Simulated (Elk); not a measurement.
Elk run on LaS₂ (P4/nmm, 6 atoms in the cell): self-consistent single point

Level of theory: PBEsol, all-electron FP-LAPW, Elk's shipped species files, APW+lo basis with extra local orbitals in Elk 10.2.4.

This input was run:

```
tasks
  0

xctype
  22

rgkmax
  8.0

gmaxvr
  16.0

nxlo
  2

lorbcnd
  .true.

lmaxi
  3

stype
  3

swidth
  0.00367493

scale
  7.646474407

avec
    1.0000000000    0.0000000000    0.0000000000
    0.0000000000    1.0000000000    0.0000000000
    0.0000000000    0.0000000000    2.0556058067

atoms
  2   : nspecies
  'La.in'   : spfname
  2   : natoms; atposl, bfcmt below
  0.0000000000  0.5000000000  0.7242300000    0.0 0.0 0.0
  0.5000000000  0.0000000000  0.2757700000    0.0 0.0 0.0
  'S.in'   : spfname
  4   : natoms; atposl, bfcmt below
  0.0000000000  0.5000000000  0.3639700000    0.0 0.0 0.0
  0.5000000000  0.0000000000  0.6360300000    0.0 0.0 0.0
  0.0000000000  0.0000000000  0.0000000000    0.0 0.0 0.0
  0.5000000000  0.5000000000  0.0000000000    0.0 0.0 0.0

ngridk
  7 7 4
```

Output, abridged:

```
│ Elk code version 10.2.4 │

All units are atomic (Hartree, Bohr, etc.)

│ Ground-state run starting from atomic densities │

Lattice vectors :
   7.646474407       0.000000000       0.000000000
   0.000000000       7.646474407       0.000000000
   0.000000000       0.000000000       15.71813719

Unit cell volume      :    919.0170181
Brillouin zone volume :   0.2699081829

Muffin-tin inner radius fraction :   0.1000000000E-01

Nuclei treated as point charges

Species :    1 (La)
 parameters loaded from : La.in
 name : lanthanum
 nuclear charge    :   -57.00000000
 electronic charge :    57.00000000
 atomic mass :    253209.2364
 muffin-tin radius :    2.800000000
 number of radial points in muffin-tin :    697
 atomic positions (lattice), magnetic fields (Cartesian) :
   1 :   0.25000000  0.25000000  0.22423000    0.00000000  0.00000000  0.00000000
   2 :  -0.25000000 -0.25000000 -0.22423000    0.00000000  0.00000000  0.00000000

Species :    2 (S)
 parameters loaded from : S.in
 name : sulphur
 nuclear charge    :   -16.00000000
 electronic charge :    16.00000000
 atomic mass :    58450.91926
 muffin-tin radius :    2.200000000
 number of radial points in muffin-tin :    397
 atomic positions (lattice), magnetic fields (Cartesian) :
   1 :   0.25000000  0.25000000 -0.13603000    0.00000000  0.00000000  0.00000000
   2 :  -0.25000000 -0.25000000  0.13603000    0.00000000  0.00000000  0.00000000
   3 :   0.25000000 -0.25000000  0.50000000    0.00000000  0.00000000  0.00000000
   4 :  -0.25000000  0.25000000  0.50000000    0.00000000  0.00000000  0.00000000

Total number of atoms per unit cell :    6

Spin treatment :
 spin-unpolarised

Number of Bravais lattice symmetries :   16
Number of crystal symmetries         :   16
Crystal has inversion symmetry
Real symmetric eigensolver will be used

k-point grid :      7     7     4
k-point offset :    0.000000000       0.000000000       0.000000000
k-point set is reduced with full crystal symmetry group
Total number of k-points :       30

Muffin-tin radius times maximum |G+k| :    8.000000000
 using average radius
Maximum |G+k| for APW functions       :    3.333333333
Maximum (1/2)|G+k|²                   :    5.555555556
Maximum |G| for potential and density :    16.00000000
 potential will be trimmed for |G| > 2 gkmax
Constant for pseudocharge density :   11
Radial integration step length :    4

G-vector grid sizes :     40    40    81
Number of G-vectors :    63649

Maximum angular momentum used for
 APW functions                      :    8
 outer part of muffin-tin           :    6
 inner part of muffin-tin           :    3

Total nuclear charge    :   -178.0000000
Total core charge       :    132.0000000
Total valence charge    :    46.00000000
Total excess charge     :    0.000000000
Total electronic charge :    178.0000000

Effective Wigner radius, rₛ :    1.072189741

Number of empty states         :   24
Total number of valence states :   47
Total number of core states    :  132

Conduction state local-orbitals added automatically
Total number of local-orbitals :  420

Exchange-correlation functional :     22     0     0
 PBEsol, Phys. Rev. Lett. 100, 136406 (2008)
 gradient requirement :    1
 generalised gradient approximation (GGA)

Smearing type :    3
 Fermi-Dirac
Smearing width :   0.3674930000E-02
Effective electronic temperature (K) :    1160.451112

Mixing type :    3
 Broyden mixing, J. Phys. A: Math. Gen. 17, L317 (1984)

Kohn-Sham potential initialised from atomic data

│ Self-consistent loop started │
│ Loop number : 1 │
 total energy                :     -18609.7867537
│ Loop number : 2 │
 total energy                :     -18609.5973978
RMS change in Kohn-Sham potential (target) :   0.2940896614     (  0.1000000000E-05)
Absolute change in total energy (target)   :   0.1893559372     (  0.1000000000E-03)
│ Loop number : 3 │
 total energy                :     -18608.1845030
RMS change in Kohn-Sham potential (target) :   0.2779982081     (  0.1000000000E-05)
Absolute change in total energy (target)   :    1.460233818     (  0.1000000000E-03)
│ Loop number : 4 │
 total energy                :     -18596.1360547
RMS change in Kohn-Sham potential (target) :   0.1480966131     (  0.1000000000E-05)
Absolute change in total energy (target)   :    12.41350670     (  0.1000000000E-03)
│ Loop number : 5 │
 total energy                :     -18587.4341694
RMS change in Kohn-Sham potential (target) :   0.4259223477E-01 (  0.1000000000E-05)
Absolute change in total energy (target)   :    11.80526201     (  0.1000000000E-03)
│ Loop number : 6 │
 total energy                :     -18584.5165656
RMS change in Kohn-Sham potential (target) :   0.1028203041E-01 (  0.1000000000E-05)
Absolute change in total energy (target)   :    5.868919331     (  0.1000000000E-03)
│ Loop number : 7 │
 total energy                :     -18583.6608944
RMS change in Kohn-Sham potential (target) :   0.4834664952E-03 (  0.1000000000E-05)
Absolute change in total energy (target)   :    2.322900950     (  0.1000000000E-03)
│ Loop number : 8 │
 total energy                :     -18583.6519235
RMS change in Kohn-Sham potential (target) :   0.2860765413E-03 (  0.1000000000E-05)
Absolute change in total energy (target)   :   0.5896961455     (  0.1000000000E-03)
│ Loop number : 9 │
 total energy                :     -18583.6608101
RMS change in Kohn-Sham potential (target) :   0.1392759704E-03 (  0.1000000000E-05)
Absolute change in total energy (target)   :   0.1385374270     (  0.1000000000E-03)
│ Loop number : 10 │
 total energy                :     -18583.6578100
RMS change in Kohn-Sham potential (target) :   0.4607861194E-04 (  0.1000000000E-05)
Absolute change in total energy (target)   :   0.3763448268E-01 (  0.1000000000E-03)
│ Loop number : 11 │
 total energy                :     -18583.6560752
RMS change in Kohn-Sham potential (target) :   0.1424976376E-04 (  0.1000000000E-05)
Absolute change in total energy (target)   :   0.1114340033E-01 (  0.1000000000E-03)
│ Loop number : 12 │
 total energy                :     -18583.6569115
RMS change in Kohn-Sham potential (target) :   0.4601112562E-05 (  0.1000000000E-05)
Absolute change in total energy (target)   :   0.1949569178E-02 (  0.1000000000E-03)
│ Loop number : 13 │
 total energy                :     -18583.6565778
RMS change in Kohn-Sham potential (target) :   0.1358067562E-05 (  0.1000000000E-05)
Absolute change in total energy (target)   :   0.8211286840E-03 (  0.1000000000E-03)
│ Loop number : 14 │
 total energy                :     -18583.6566080
RMS change in Kohn-Sham potential (target) :   0.3308469718E-06 (  0.1000000000E-05)
Absolute change in total energy (target)   :   0.1750412084E-03 (  0.1000000000E-03)
│ Loop number : 15 │
 total energy                :     -18583.6566003
RMS change in Kohn-Sham potential (target) :   0.8605535516E-07 (  0.1000000000E-05)
Absolute change in total energy (target)   :   0.5151519508E-04 (  0.1000000000E-03)
Convergence targets achieved

│ Loop number : 16 │

Energies :
 Fermi                       :     0.282810272438
 sum of eigenvalues          :     -11366.1083791
 electron kinetic            :      19779.3069885
 core electron kinetic       :      19616.7765146
 Coulomb                     :     -37861.0559712
 Coulomb potential           :     -30486.4132793
 nuclear-nuclear             :     -1465.52661490
 electron-nuclear            :     -42304.6454333
 Hartree                     :      5909.11607701
 Madelung                    :     -22617.8493316
 xc potential                :     -659.002088289
 exchange                    :     -491.966742707
 correlation                 :     -9.93963097445
 electron entropic           :    -0.123756530829E-02
 total energy                :     -18583.6565939

Density of states at Fermi energy :    25.68901293
 (states/Hartree/unit cell)

Estimated indirect band gap :   0.1217286152E-01
 from k-point     27 to k-point     19
Estimated direct band gap   :   0.2387582083E-01
 at k-point      1

Charges :
 core                        :    132.0000000
 valence                     :    46.00000000
 interstitial                :    11.11587263
 muffin-tins (core leakage)
  species :    1 (La)
   atom    1                 :    54.54216692     (  0.2248448235E-03)
   atom    2                 :    54.54216692     (  0.2248448235E-03)
  species :    2 (S)
   atom    1                 :    14.54111876     (  0.7075420750E-04)
   atom    2                 :    14.54111876     (  0.7075420750E-04)
   atom    3                 :    14.35877800     (  0.6893296152E-04)
   atom    4                 :    14.35877800     (  0.6893296152E-04)
 total in muffin-tins        :    166.8841274
 total calculated charge     :    177.9897172
 total charge                :    178.0000000
 error                       :   0.1028277122E-01

│ Self-consistent loop stopped │
```

The run converged in 16 iterations. The count includes the last loop, which Elk runs after its targets are met.

The starting cell comes from a database of computed structures (which also holds hypothetical and non-ambient phases and stackings), without a prior relaxation at this level. Values depend on the basis (sphere radii, cutoffs, local orbitals), which need not be converged. The log's line on a gap gives a spacing of levels on this mesh, which the program prints for metals too.

Cost on one core of a shared machine: roughly 4 min.
